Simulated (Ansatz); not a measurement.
Consider N-vacancy pair (N on one host Si site, one Si site vacant) in silicon, charge state -1. Computed with PBE, PAW (plane waves to 420 eV; Ansatz, a program for electronic structure).

Cell of 216 host sites held at the relaxed PBE lattice; one k-point at (0.250, 0.250, 0.250); Fermi-Dirac width 0.01 eV, spin-restricted; finite-size errors left in. Energies are static. The charge state is imposed; whether it is stable for some Fermi level was not computed. Forms of the defect that were not tried may lie lower.

Barriers: single points on a 2×2×2 k-point mesh shifted by half a step at the bands' geometries (they differ from the bands' own by up to 0.09 eV, and are uncertain by about as much).

Relaxed starting cell (atoms counted from 1):

```xyz
215
Lattice="16.4100 0.0000 0.0000 0.0000 16.4100 0.0000 0.0000 0.0000 16.4100" Properties=species:S:1:pos:R:3 pbc="T T T"
N     -0.3300    -0.3276     2.4031
Si     0.0445     0.0508     8.0977
Si    -0.0048     0.0001    13.6856
Si    -0.0139     5.4602     2.7362
Si     0.0062     5.4784     8.2023
Si    -0.0056     5.4167    13.7258
Si    -0.0086    10.9487     2.7224
Si    -0.0003    11.0006     8.1502
Si    -0.0102    10.9595    13.6685
Si     5.4635    -0.0124     2.7306
Si     5.4691     0.0139     8.1990
Si     5.4131    -0.0012    13.7246
Si     5.3959     5.4014     2.7717
Si     5.4780     5.4828     8.2168
Si     5.4451     5.4499    13.7127
Si     5.4218    10.9815     2.7305
Si     5.4648    10.9524     8.2076
Si     5.4501    10.9365    13.6788
Si    10.9439    -0.0035     2.7222
Si    10.9954     0.0047     8.1515
Si    10.9555    -0.0061    13.6668
Si    10.9763     5.4266     2.7310
Si    10.9473     5.4706     8.2087
Si    10.9315     5.4558    13.6802
Si    10.9354    10.9375     2.7204
Si    10.9455    10.9522     8.1919
Si    10.9260    10.9308    13.6616
Si     1.3837     3.9200     1.6025
Si     1.3623     4.1237     6.8153
Si     1.3643     4.0935    12.3166
Si     1.3596     9.5725     1.3666
Si     1.3650     9.5870     6.8310
Si     1.3645     9.5835    12.3147
Si     1.0196    15.1842     1.5143
Si     1.4420    15.2269     6.6318
Si     1.3623    15.0579    12.3010
Si     6.7917     4.0750     1.3918
Si     6.8741     4.1236     6.8621
Si     6.8259     4.0996    12.3309
Si     6.7969     9.5737     1.3754
Si     6.8456     9.5916     6.8376
Si     6.8307     9.5764    12.3136
Si     6.8367    15.0492     1.3596
Si     6.8304    15.0501     6.8288
Si     6.8032    15.0557    12.3204
Si    12.3818     4.0252     1.3817
Si    12.3145     4.1064     6.8312
Si    12.3223     4.0946    12.3213
Si    12.2941     9.5552     1.3569
Si    12.3237     9.5945     6.8242
Si    12.3097     9.5714    12.2956
Si    12.2719    15.0151     1.3334
Si    12.4042    15.0796     6.7411
Si    12.3166    15.0528    12.2678
Si     0.0201     2.6055     0.1565
Si     0.2678     2.7840     5.1945
Si     0.0071     2.7331    10.9250
Si    -0.0054     8.2020    -0.0067
Si    -0.0006     8.2097     5.4650
Si    -0.0038     8.2136    10.9442
Si    -0.0431    13.6795     0.0074
Si     0.0309    13.8251     5.3170
Si     0.0056    13.7071    10.8995
Si     5.3568     2.6876     0.1109
Si     5.5089     2.7592     5.5140
Si     5.4663     2.7353    10.9485
Si     5.4398     8.1801     0.0181
Si     5.4751     8.2238     5.4721
Si     5.4599     8.2050    10.9561
Si     5.4411    13.6889     0.0091
Si     5.4674    13.6716     5.4601
Si     5.4508    13.6865    10.9318
Si    10.9508     2.7243     0.0073
Si    10.9470     2.7355     5.4637
Si    10.9715     2.7281    10.9292
Si    10.9229     8.1800    -0.0004
Si    10.9474     8.2191     5.4612
Si    10.9378     8.2038    10.9351
Si    10.9069    13.6557    -0.0301
Si    10.9645    13.6974     5.4506
Si    10.9403    13.6804    10.9156
Si     1.3793     1.3842     9.5379
Si     1.3607     1.3643    15.0725
Si     1.3637     6.8285     4.1093
Si     1.3672     6.8481     9.5793
Si     1.3644     6.7769    15.1015
Si     1.3675    12.3196     4.0895
Si     1.3783    12.3695     9.5100
Si     1.3538    12.3260    15.0544
Si     6.8248     1.3674     4.1089
Si     6.8414     1.3729     9.5770
Si     6.7746     1.3685    15.0988
Si     6.7994     6.8040     4.1115
Si     6.8412     6.8467     9.5870
Si     6.8235     6.8283    15.0580
Si     6.8341    12.3119     4.0953
Si     6.8367    12.3231     9.5706
Si     6.8103    12.3120    15.0468
Si    12.3148     1.3720     4.0897
Si    12.3613     1.3835     9.5137
Si    12.3210     1.3579    15.0543
Si    12.3053     6.8398     4.0960
Si    12.3180     6.8428     9.5717
Si    12.3079     6.8150    15.0482
Si    12.3147    12.3198     4.0828
Si    12.3234    12.3287     9.5416
Si    12.2970    12.3011    15.0172
Si     2.6033     0.0227     0.1544
Si     2.7863     0.2796     5.1852
Si     2.7283     0.0131    10.9253
Si     2.6836     5.3583     0.1156
Si     2.7512     5.5096     5.5151
Si     2.7298     5.4713    10.9491
Si     2.7198    10.9546     0.0067
Si     2.7304    10.9519     5.4636
Si     2.7222    10.9777    10.9264
Si     8.2000    -0.0012    -0.0094
Si     8.2056     0.0048     5.4652
Si     8.2077     0.0014    10.9428
Si     8.1743     5.4442     0.0188
Si     8.2200     5.4810     5.4724
Si     8.2000     5.4662    10.9564
Si     8.1758    10.9279    -0.0010
Si     8.2128    10.9530     5.4604
Si     8.1978    10.9428    10.9346
Si    13.6753    -0.0372     0.0088
Si    13.8199     0.0365     5.3187
Si    13.7021     0.0105    10.8991
Si    13.6847     5.4444     0.0103
Si    13.6648     5.4733     5.4605
Si    13.6807     5.4558    10.9331
Si    13.6510    10.9108    -0.0295
Si    13.6922    10.9696     5.4501
Si    13.6755    10.9461    10.9161
Si     4.0226     4.0260     4.1892
Si     4.1016     4.1071     9.5744
Si     4.0735     4.0784    15.0978
Si     4.0934     9.5804     4.1002
Si     4.1010     9.5913     9.5892
Si     4.0856     9.5674    15.0590
Si     4.1051    15.0606     4.1169
Si     4.0909    15.0566     9.5481
Si     4.0110    15.0693    15.1359
Si     9.5751     4.0980     4.1004
Si     9.5865     4.1069     9.5904
Si     9.5628     4.0908    15.0601
Si     9.5617     9.5670     4.0944
Si     9.5772     9.5827     9.5674
Si     9.5599     9.5643    15.0440
Si     9.5729    15.0485     4.0925
Si     9.5933    15.0592     9.5422
Si     9.5592    15.0431    15.0174
Si    15.0552     4.1077     4.1259
Si    15.0497     4.0963     9.5490
Si    15.0659     4.0144    15.1382
Si    15.0435     9.5773     4.0926
Si    15.0543     9.5994     9.5426
Si    15.0392     9.5622    15.0196
Si    15.1794    15.1843     3.7396
Si    15.0825    15.0868     9.4988
Si    15.0162    15.0219    15.0171
Si     2.4438     2.4284     3.3258
Si     2.7462     2.7570     8.1753
Si     2.7229     2.7275    13.6943
Si     2.7223     8.2016     2.7413
Si     2.7310     8.2303     8.2201
Si     2.7156     8.1820    13.7058
Si     2.6187    13.7982     2.7490
Si     2.7209    13.7694     8.0960
Si     2.7175    13.6973    13.6926
Si     8.1967     2.7267     2.7407
Si     8.2262     2.7364     8.2208
Si     8.1784     2.7207    13.7052
Si     8.1769     8.1819     2.7377
Si     8.2068     8.2121     8.2058
Si     8.1913     8.1966    13.6805
Si     8.2006    13.6774     2.7261
Si     8.2070    13.6879     8.1928
Si     8.1807    13.6730    13.6635
Si    13.7949     2.6245     2.7523
Si    13.7594     2.7252     8.0997
Si    13.6930     2.7216    13.6940
Si    13.6753     8.2017     2.7269
Si    13.6813     8.2144     8.1933
Si    13.6687     8.1851    13.6646
Si    13.6713    13.6771     2.6830
Si    13.6985    13.7032     8.1616
Si    13.6622    13.6673    13.6351
Si     3.9269     1.3831     1.5938
Si     4.1160     1.3785     6.8131
Si     4.0896     1.3696    12.3166
Si     4.0710     6.7977     1.3912
Si     4.1171     6.8764     6.8611
Si     4.0943     6.8303    12.3311
Si     4.0207    12.3857     1.3799
Si     4.1008    12.3208     6.8304
Si     4.0890    12.3272    12.3189
Si     9.5680     1.3643     1.3660
Si     9.5826     1.3702     6.8316
Si     9.5778     1.3695    12.3144
Si     9.5684     6.8012     1.3758
Si     9.5871     6.8513     6.8382
Si     9.5718     6.8366    12.3143
Si     9.5539    12.2962     1.3567
Si     9.5874    12.3300     6.8238
Si     9.5665    12.3138    12.2950
Si    15.1808     1.0253     1.5168
Si    15.2148     1.4491     6.6388
Si    15.0527     1.3670    12.3011
Si    15.0483     6.8344     1.3630
Si    15.0424     6.8377     6.8299
Si    15.0511     6.8074    12.3219
Si    15.0098    12.2768     1.3337
Si    15.0746    12.4092     6.7403
Si    15.0488    12.3210    12.2691
```
Cell charge -1.

End state 1 differs by these moves (Å; atoms that move under 0.15 Å are left out):

```tsv
atom	element	Δx	Δy	Δz
1	N	0.66	-0.34	0.50
28	Si	-0.01	0.21	-0.28
29	Si	-0.33	-0.35	0.04
34	Si	0.25	-0.21	0.07
35	Si	-0.07	-0.15	0.18
46	Si	-0.11	0.13	-0.05
55	Si	-0.04	0.19	-0.18
56	Si	0.38	-1.72	-1.77
62	Si	0.02	-0.17	0.16
64	Si	0.10	0.03	-0.12
109	Si	-0.34	-0.14	0.11
111	Si	0.06	0.13	-0.14
112	Si	-0.23	-0.27	-0.02
126	Si	0.13	0.12	0.12
127	Si	0.24	0.17	0.01
135	Si	-0.11	-0.08	-0.11
153	Si	0.06	-0.16	0.05
155	Si	-0.05	0.12	-0.13
159	Si	0.22	-0.11	0.18
162	Si	0.08	0.12	-0.67
168	Si	0.15	-0.19	0.00
180	Si	-0.14	0.23	-0.03
189	Si	0.14	-0.04	-0.25
190	Si	-0.15	-0.04	-0.06
193	Si	-0.13	-0.17	-0.05
195	Si	0.10	-0.12	-0.01
207	Si	-0.01	0.51	0.03
208	Si	0.20	0.29	0.10
```

Q: What is the computed forward and backward barriers to end state 1 (PBE, PAW)?

A: forward 1.79 eV, backward 0.10 eV; at the saddle point atom 56 has neighbours N at 1.95; 2 Si at 2.49 Å. The check of the saddle point's order was inconclusive.
